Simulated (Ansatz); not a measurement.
Output of an Ansatz run (abridged):

```
WARN basis.ecutwfc = 420 eV, the default
WARN ansatz: RAYON_NUM_THREADS=1 ignored (pool sized by the plan → 1); use --threads N
Pseudopotentials: kind: paw
Pseudopotential: Pb, paw, valence charge 14
Pseudopotential: Cs, paw, valence charge 9
Pseudopotential: Na, paw, valence charge 9
Crystal: 16 atoms, lattice volume = 695.382 Å³
Basis set: ecut = 420 eV, 13609 PW (Γ)
Bands: 111, of which v1, the nominal top of the filled ones, is band 92 counted from 1 (91 counted from 0)
Symmetry: 8 space group operations
Space group: Cmcm (ITA 63), of the structure as read, at distance tolerance 8.9e-5 Å
k-points: 12 of 48
PAW frozen core: Pb, regenerated for the run's functional, and the local potential with it
PAW frozen core: Cs, regenerated for the run's functional, and the local potential with it
PAW frozen core: Na, regenerated for the run's functional, and the local potential with it
Initial density: superposition of atomic densities (neutral atoms: chi_scale 0, normalization atom), corrected by the library's trained network
Initial wavefunctions: pseudopotential atomic-orbital guess
Eigensolver: davidson
Functional: x = slater, c = lda
SCF iter   1: F=—  HF=-128785.925938 eV  |F-HF|=—  |Δ(HF+E_count)|=         —  Δρ=4.11e-3  dr2=1.20e-1  ethr=1.77e-3  ⟨swp⟩=9.7  Hψ=6259  notcnv=0
all-band conjugate gradients solve this SCF's bands
preconditioner: auto → Resta (q_TF=auto, 2.186 Å⁻¹)
SCF iter   2: F=—  HF=-128785.896952 eV  |F-HF|=—  |Δ(HF+E_count)|=   2.90e-2  S|Δr|=   8.37e-6  Δρ=1.83e-3  dr2=2.89e-2  ethr=6.54e-5  ⟨swp⟩=2.5  Hψ=2627  notcnv=0
SCF iter   3: F=—  HF=-128785.888702 eV  |F-HF|=—  |Δ(HF+E_count)|=   8.25e-3  S|Δr|=   7.28e-6  Δρ=3.64e-4  dr2=3.26e-3  ethr=1.57e-5  ⟨swp⟩=2.0  Hψ=1636  notcnv=0
SCF iter   4: F=—  HF=-128785.888337 eV  |F-HF|=—  |Δ(HF+E_count)|=   3.60e-4  S|Δr|=   1.09e-5  Δρ=1.59e-4  dr2=7.57e-4  ethr=1.77e-6  ⟨swp⟩=3.0  Hψ=2140  notcnv=0
SCF iter   5: F=—  HF=-128785.888268 eV  |F-HF|=—  |Δ(HF+E_count)|=   6.94e-5  S|Δr|=   1.98e-6  Δρ=5.71e-5  dr2=4.16e-5  ethr=4.11e-7  ⟨swp⟩=2.0  Hψ=1324  notcnv=0
SCF iter   6: F=—  HF=-128785.887982 eV  |F-HF|=—  |Δ(HF+E_count)|=   2.87e-4  S|Δr|=   8.95e-8  Δρ=1.54e-5  dr2=3.11e-6  ethr=2.26e-8  ⟨swp⟩=2.0  Hψ=2323  notcnv=0
SCF iter   7: F=—  HF=-128785.887983 eV  |F-HF|=—  |Δ(HF+E_count)|=   9.56e-7  S|Δr|=   1.58e-8  Δρ=4.33e-6  dr2=2.76e-7  ethr=1.69e-9  ⟨swp⟩=2.5  Hψ=2124  notcnv=0
SCF iter   8: F=-128785.887983 eV  HF=-128785.887983 eV  |F-HF|=8.15e-9  |Δ(HF+E_count)|=  1.60e-10  S|Δr|=   3.35e-8  Δρ=1.28e-6  dr2=2.42e-8  ethr=5.43e-11  ⟨swp⟩=13.1  Hψ=7955  notcnv=0
Mixer restart at iter 8: flushing history
SCF iter   9: F=—  HF=-128785.887995 eV  |F-HF|=—  |Δ(HF+E_count)|=         —  Δρ=3.16e-7  dr2=1.60e-9  ethr=1.32e-11  ⟨swp⟩=2.0  Hψ=2284  notcnv=0
SCF iter  10: F=-128785.887995 eV  HF=-128785.887995 eV  |F-HF|=5.82e-11  |Δ(HF+E_count)|=  2.76e-10  S|Δr|=  1.10e-11  Δρ=1.49e-7  dr2=3.79e-10  ethr=1.00e-12  ⟨swp⟩=3.0  Hψ=2592  notcnv=0
SCF 1 converged in 10 iterations: F = -128785.887995 eV  dr2 = 3.79e-10
SCF converged after 10 iterations
Stability not checked (fill_not_monotonic)
Free energy (F): -128785.887995 eV
F+E_penalty+E_count: -128785.887995 eV  (lagrangian_ev)
Harris-Foulkes:  -128785.887995 eV  (|F-HF|=5.82e-11)
Internal energy: -128785.887995 eV  (E = F + TS)
E sigma→0 (E₀):  -128785.887995 eV
Fermi energy:    6.432534 eV
Smearing:        width narrowed from 0.0993 eV (input) to 0.0871 eV after iteration 8, whose occupations did not sum to the number of electrons (Fermi level in …
Step filling:    the computed levels leave a gap of 0.6846 eV = 7.9 smearing widths
--- Per-component energies (eV) ---
  E_band       = -1464.593536
  E_kinetic    = 3426.260974
  E_local      = -17337.849881  (includes V_loc(G=0)·N_el)
  E_nonlocal   = 3257.350669
  E_hartree    = 7026.561398
  E_xc         = -2862.774767
  E_vxc        = -1923.793337  (∫ρ·V_xc dr)
  E_paw        = -110742.538843  (= ΣΔE_a)
  E_vpaw       = -2939.684808  (= ΣTr[D̂ρ^β])
  E_aug_tail   = 0.000352  (compensation charges beyond the density's cutoff)
  E_ewald      = -11554.181305
  E_core_change = 1.283409  (= ΣΔE_core)
  E_smearing   = 0.000000  (= −TS)
  E_closure    = 0.000000  (closes the sum)
  E_count      = -0.000000  (occupations off the electron count; not in F)
  Σ components = -128785.887995   (vs F -128785.887995, Δ=0.00e0)
--- Forces (eV/Å), atoms counted from 1 ---
  atom   1  Pb    -0.05827876     0.05667237     0.00000000
  atom   2  Pb     0.05827876    -0.05667237     0.00000000
  atom   3  Pb    -0.05827876    -0.05667237     0.00000000
  atom   4  Pb     0.05827876     0.05667237     0.00000000
  atom   5  Cs     0.00000000    -0.07058708     0.00000000
  atom   6  Cs     0.00000000     0.07058708     0.00000000
  atom   7  Na    -0.00000000    -0.00000000    -0.00000000
  atom   8  Na    -0.00000000    -0.00000000     0.00000000
  atom   9  Cs     0.00000000     0.02145157     0.02867897
  atom  10  Cs    -0.00000000    -0.02145157     0.02867897
  atom  11  Cs    -0.00000000    -0.02145157    -0.02867897
  atom  12  Cs     0.00000000     0.02145157    -0.02867897
  atom  13  Pb     0.00000000    -0.04152715    -0.04611151
  atom  14  Pb     0.00000000     0.04152715    -0.04611151
  atom  15  Pb     0.00000000     0.04152715     0.04611151
  atom  16  Pb     0.00000000    -0.04152715     0.04611151
  max |Σ_I F_I| component: 2.10e-17 eV/Å
--- Stress (GPa, compression-positive) ---
       -0.947296       0.000000       0.000000
        0.000000      -0.972698       0.000000
        0.000000       0.000000      -0.989547
  P = ⅓ Tr σ = -0.9698 GPa (-9.698 kbar)
  The stress holds the Pulay correction. Without it, at fixed plane waves, as pw.x and ABINIT print it: P = -0.9762 GPa
--- Band table (eV; the first three rows and the last of 12) ---
  k-point 0: bands = ["-45.6951", "-45.6951", "-18.2285", "-18.2283", "-18.2186", "-18.2185", "-18.1820", "-18.1817", "-16.8389", "-16.8271", "-16.7896", "-16.7846", "-16.7578", "-16.7412", "-10.6352", "-10.6348", "-10.5334", "-10.5332", "-10.5103", [...]
  k-point 1: bands = ["-45.6951", "-45.6951", "-18.2284", "-18.2284", "-18.2185", "-18.2185", "-18.1819", "-18.1819", "-16.8323", "-16.8323", "-16.7899", "-16.7899", "-16.7474", "-16.7474", "-10.6351", "-10.6351", "-10.5333", "-10.5333", "-10.5095", [...]
  k-point 2: bands = ["-45.6951", "-45.6951", "-18.2285", "-18.2284", "-18.2185", "-18.2185", "-18.1820", "-18.1817", "-16.8326", "-16.8290", "-16.7957", "-16.7848", "-16.7557", "-16.7412", "-10.6333", "-10.6330", "-10.5326", "-10.5324", "-10.5106", [...]
  k-point 11: bands = ["-45.6951", "-45.6951", "-18.2284", "-18.2284", "-18.2186", "-18.2186", "-18.1819", "-18.1819", "-16.8307", "-16.8307", "-16.7940", "-16.7940", "-16.7450", "-16.7450", "-10.6372", "-10.6372", "-10.5346", "-10.5346", [...]
```

The structure:

```xyz
16
Lattice="3.6335 -8.6410 0.0000 3.6335 8.6410 0.0000 0.0000 0.0000 11.0740" Properties=species:S:1:pos:R:3 pbc="T T T"
Pb     1.6184     0.8240     2.7685
Pb     5.6486    -0.8240     8.3055
Pb     1.6184    -0.8240     8.3055
Pb     5.6486     0.8240     2.7685
Cs     3.6335     4.6229     2.7685
Cs     3.6335    -4.6229     8.3055
Na     0.0000     0.0000     0.0000
Na     0.0000     0.0000     5.5370
Cs     3.6335    -1.9390     4.9368
Cs     3.6335     1.9390    10.4738
Cs     3.6335     1.9390     6.1372
Cs     3.6335    -1.9390     0.6002
Pb     3.6335    -5.6554     4.2808
Pb     3.6335     5.6554     9.8178
Pb     3.6335     5.6554     6.7932
Pb     3.6335    -5.6554     1.2562
```

Question: Write an input that gives this output.

Answer: Other spellings and defaults could give the same log, and not every line can be read from it. The input that was run (DFT, LDA (PW92), plane waves, default PAW files made with PBE):

Ansatz 0.2 input:
```yaml
crystal:
  lattice:
    - [3.633500, -8.641000, 0.000000]
    - [3.633500, 8.641000, 0.000000]
    - [0.000000, 0.000000, 11.074000]
  atoms:
    - { symbol: Pb, position_ang: [1.618361, 0.824006, 2.768500] }
    - { symbol: Pb, position_ang: [5.648639, -0.824006, 8.305500] }
    - { symbol: Pb, position_ang: [1.618361, -0.824006, 8.305500] }
    - { symbol: Pb, position_ang: [5.648639, 0.824006, 2.768500] }
    - { symbol: Cs, position_ang: [3.633500, 4.622935, 2.768500] }
    - { symbol: Cs, position_ang: [3.633500, -4.622935, 8.305500] }
    - { symbol: Na, position_ang: [0.000000, 0.000000, 0.000000] }
    - { symbol: Na, position_ang: [0.000000, 0.000000, 5.537000] }
    - { symbol: Cs, position_ang: [3.633500, -1.939040, 4.936789] }
    - { symbol: Cs, position_ang: [3.633500, 1.939040, 10.473789] }
    - { symbol: Cs, position_ang: [3.633500, 1.939040, 6.137211] }
    - { symbol: Cs, position_ang: [3.633500, -1.939040, 0.600211] }
    - { symbol: Pb, position_ang: [3.633500, -5.655362, 4.280765] }
    - { symbol: Pb, position_ang: [3.633500, 5.655362, 9.817765] }
    - { symbol: Pb, position_ang: [3.633500, 5.655362, 6.793235] }
    - { symbol: Pb, position_ang: [3.633500, -5.655362, 1.256235] }
kpoints:
  mp_grid:
    grid: [4, 4, 3]
    shift: [0.5, 0.5, 0.5]
hamiltonian:
  xc: lda
  pseudopotentials:
    kind: paw
scf:
  occupations:
    method: cold
    width: 0.0073 Ry
output:
  forces: true
  eigenvalues: true
  stress: true
```

The starting cell comes from a database of published, mostly measured structures (it also holds non-ambient and calculated ones), without a prior relaxation at this level. Spin-orbit coupling is off. Ansatz's pressure includes its estimate of the finite-basis (Pulay) stress. The shifted mesh does not hold Γ, so a gap read on it misses any band edge there.

Ansatz is an electronic-structure program.
